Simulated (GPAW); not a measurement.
Band structure of BN (F-43m, 2 atoms in the cell).

```
BN
1.0
    0.00000     1.79251     1.79251
    1.79251     0.00000     1.79251
    1.79251     1.79251     0.00000
B N
1 1
Direct
  0.00000   0.00000   0.00000
  0.75000   0.75000   0.75000
```

Method of the run: PBE, GPAW PAW datasets PBE (gpaw-data 1.0.1) (plane waves; GPAW 25.7.0).

Settings: mode = pw; ecut = 900 eV; xc = PBE; kpts = 13 13 13; mesh shift (steps) = 0 0 0; occupations.name = fermi-dirac; occupations.width = 0 eV; nbands = -8; convergence.forces = 0.001 eV/Å; convergence.bands = -6; symmetry.symmorphic = false; symmetry.tolerance = 0.0005; maxiter = 150; bandpath_npoints = 40.

The starting cell comes from a database of computed structures (which also holds hypothetical and non-ambient phases and stackings), without a prior relaxation at this level. Its lattice was rescaled by a random factor within 2.5 % of one.

### Question
Predict the gap along the standard path and the places of the band edges.

### Answer
The gap along the path is 4.50 eV, from Γ to X; the smallest direct gap on it is 8.95 eV.

Levels in eV from the top of the valence band on the SCF mesh, bands 1 to 8:
```
point       1       2      3      4      5      6      7      8
-----  ------  ------  -----  -----  -----  -----  -----  -----
Γ      -20.51    0.00   0.00   0.00   8.95   8.95   8.95  10.77
X      -14.77   -9.08  -5.03  -5.03   4.50   9.37  18.32  18.32
W      -14.44   -7.70  -7.16  -6.68   9.71  13.63  14.67  15.05
K      -14.68   -8.26  -7.87  -4.18   7.00  13.11  16.14  17.09
L      -16.17  -10.92  -1.99  -1.99  10.48  10.85  10.85  15.52
U      -14.68   -8.26  -7.87  -4.18   7.00  13.11  16.14  17.09
```
